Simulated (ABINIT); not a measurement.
A self-consistent single point of Tl3Ga (Fm-3m, 4 atoms in the cell) with ABINIT.

Method: PBEsol, norm-conserving pseudopotentials (PseudoDojo nc-sr-04 PBEsol standard) (plane waves; ABINIT).

The change in words: lattice scaled by 0.98. Reference geometry:
```
CELL_PARAMETERS angstrom
      0.00000     3.87739     3.87739
      3.87739     0.00000     3.87739
      3.87739     3.87739     0.00000
ATOMIC_POSITIONS crystal
  Tl 0.25000 0.25000 0.25000
  Tl 0.75000 0.75000 0.75000
  Tl 0.50000 0.50000 0.50000
  Ga 0.00000 0.00000 0.00000
```

Reference input (self-consistent single point, DFT, PBEsol, plane waves, norm-conserving pseudopotentials (PseudoDojo nc-sr-04 PBEsol standard)): pseudos = [Tl.upf, Ga.upf]; ecut = 80 Ry; occopt = 3; tsmear = 0.00499791 Ha; ngkpt = 5 5 5; nshiftk = 1; shiftk = 0 0 0; potentials = PseudoDojo nc-sr-04 PBEsol standard; nband = 34; kptopt = 1; nstep = 100; tolvrs = 1e-11. This run's input differs from it in these lines:

```diff
@@ -5,5 +5,5 @@
 rprim
-        -0.0000000000    3.8773900000    3.8773900000
-         3.8773900000    0.0000000000    3.8773900000
-         3.8773900000    3.8773900000   -0.0000000000
+        -0.0000000000    3.7998420000    3.7998420000
+         3.7998420000    0.0000000000    3.7998420000
+         3.7998420000    3.7998420000    0.0000000000
 natom 4
@@ -13,5 +13,5 @@
 xcart
-         3.6636025892    3.6636025892    3.6636025892
-        10.9908077675   10.9908077675   10.9908077675
-         7.3272051784    7.3272051784    7.3272051784
+         3.5903303484    3.5903303484    3.5903303484
+        10.7709910453   10.7709910453   10.7709910453
+         7.1806606969    7.1806606969    7.1806606969
          0.0000000000    0.0000000000    0.0000000000
```

The program printed (abridged):

```
--- !BeginCycle
solver: {iscf: 7, nstep: 100, nline: 4, wfoptalg: 0, }
tolerances: {tolvrs: 1.00E-11, }
...

     iter   Etot(hartree)      deltaE(h)  residm     vres2
 ETOT  1  -254.48878618827    -2.545E+02 5.304E-01 8.357E+03
 ETOT  2  -256.96792363781    -2.479E+00 1.631E-01 1.482E+04
 ETOT  3  -258.15438593052    -1.186E+00 7.275E-02 2.612E+03
 ETOT  4  -258.34221491126    -1.878E-01 4.410E-02 7.256E+02
 ETOT  5  -258.36868716182    -2.647E-02 8.305E-04 4.341E+02
   [... 7 lines left out ...]
 ETOT 13  -258.40692501839    -1.751E-10 4.092E-06 1.769E-09
 ETOT 14  -258.40692501840    -5.912E-12 7.051E-06 1.940E-09
 ETOT 15  -258.40692501839     5.400E-12 6.664E-07 6.017E-11
 ETOT 16  -258.40692501840    -1.086E-11 3.143E-06 5.118E-14
 At SCF step   16       vres2   =  5.12E-14 < tolvrs=  1.00E-11 =>converged.

 Cartesian components of stress tensor (hartree/bohr^3)
  sigma(1 1)=  3.32282602E-05  sigma(3 2)=  0.00000000E+00
  sigma(2 2)=  3.32282602E-05  sigma(3 1)=  0.00000000E+00
  sigma(3 3)=  3.32282602E-05  sigma(2 1)=  0.00000000E+00

 ----iterations are completed or convergence reached----

 reduced coordinates (array xred) for    4 atoms
       0.250000000000      0.250000000000      0.250000000000
       0.750000000000      0.750000000000      0.750000000000
       0.500000000000      0.500000000000      0.500000000000
       0.000000000000      0.000000000000      0.000000000000
 cartesian forces (eV/Angstrom) at end:
    1     -0.00000000000000     0.00000000000000     0.00000000000000
   [... lines left out ...]
 Fermi (or HOMO) energy (hartree) =   0.17437   Average Vxc (hartree)=  -0.38872
 Fermi (or HOMO) energy (eV) =   4.74481   Average Vxc (eV)= -10.57751
   [... lines left out ...]
total_energy        : -2.58406925018401E+02
total_energy_eV     : -7.03161002875796E+03
band_energy         : -1.03376235024346E+01
...

-Cartesian components of stress tensor (GPa)         [Pressure= -9.7761E-01 GPa]
- sigma(1 1)=  9.77609004E-01  sigma(3 2)=  0.00000000E+00
- sigma(2 2)=  9.77609004E-01  sigma(3 1)=  0.00000000E+00
- sigma(3 3)=  9.77609004E-01  sigma(2 1)=  0.00000000E+00

 Calculation completed.
```

The run converged in 16 iterations. Against the reference run the free energy drops by 19.6 meV/atom and the pressure goes from -2.61 to -0.98 GPa.

The starting cell comes from a database of computed structures (which also holds hypothetical and non-ambient phases and stackings), without a prior relaxation at this level. For this run, on top of that: lattice scaled by 0.98.

Cost on one core of a shared machine: roughly 2 min.
